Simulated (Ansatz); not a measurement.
O vacancy in rock-salt MgO (start: the O site; 64-site cell, 2×2×2 shifted sampling), charge +2. These are PBE, PAW (plane waves to 420 eV; Ansatz, a program for electronic structure) values and carry that method's errors.

total energy of the defect cell: -79261.0884 eV
total energy of the perfect cell: -79812.4455 eV
μ(O) in O2 molecule in a box, atoms added −1: -564.9684 eV
Δμ(O), Mg-rich: -5.368 eV
valence-band maximum on the cell's zero: 7.775 eV
image correction with alignment: 0.491 eV
Fermi level above the maximum: 2.30 eV

Task: Work out the formation energy.

Result: E_f = E(defect) − E(perfect) − Σ n μ + q (E_VBM + E_F) + E_corr = 551.357 − (570.337) + (20.150) + (0.491) = 1.66 eV.
